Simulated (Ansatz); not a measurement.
Start from ZrO2 in the fluorite structure (space group Fm-3m, No. 225; a = 5.089 Å).

Levels (all Ansatz, an electronic-structure program, PAW, earlier PAW set): r2SCAN (500 eV, spin-orbit coupling left out); HSE06 (420 eV, no spin-orbit coupling).

The geometry is relaxed with r2SCAN.

| Quantity | Result |
|---|---|
| r2SCAN band gap | 3.89 eV |

Problem. Predict the band gap from HSE06.

Solution. The band gap grows by 1.097 eV, from 3.89 eV to 4.98 eV.

Single points use the geometry relaxed with r2SCAN. The hybrid gap comes from the SCF mesh plus the semilocal run's edge points and a few special points and is an upper bound. Stability against distortions was not tested. This is not the structure that ZrO2 has at room temperature and ambient pressure.
